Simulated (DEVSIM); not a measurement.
System: GaAs n-i-p diode, at 300 K.

Layer 1 from the left is GaAs, thickness (μm) 0.980, Nd (cm⁻³) 1e17, τn (s) 3e-9, τp (s) 3e-9. Layer 2 from the left is GaAs, thickness (μm) 1.80, Na (cm⁻³) 7.7e12, τn (s) 3e-9, τp (s) 3e-9. Layer 3 from the left is GaAs, thickness (μm) 6.00, Na (cm⁻³) 4.6e17, τn (s) 3e-9, τp (s) 3e-9.

Left contact: ohmic. Right contact: ohmic. Voltage is applied to the left contact. Recombination: SRH at mid-gap, radiative. Mobility is μmin + (μ − μmin)/(1 + (N/Nref)^α).

The device is made up for the run: typed textbook-type constants, with dimensions and the other settings drawn at random. Values at 300 K.

GaAs: gap (eV) 1.424, affinity (eV) 4.07, permittivity 12.9, Nc (cm⁻³) 4.7e17, Nv (cm⁻³) 9e18, μn (cm²/Vs) 8500, μp (cm²/Vs) 400, μn,min 500, μp,min 20, Nref,n 6e16, Nref,p 1.5e17, αn 0.39, αp 0.38, B (cm³/s) 2e-10.

Simulated with DEVSIM: 1D drift-diffusion, Boltzmann statistics, complete ionisation; no tunnelling, impact ionisation, image-force lowering or self-heating.

What does the simulation give for the dark forward voltage at 100 A/cm², the potential step across the device at zero bias, the dark forward voltage at 1 A/cm²?

dark forward voltage at 100 A/cm² 1.175 V; potential step across the device at zero bias 1.307 V; dark forward voltage at 1 A/cm² 0.964 V.
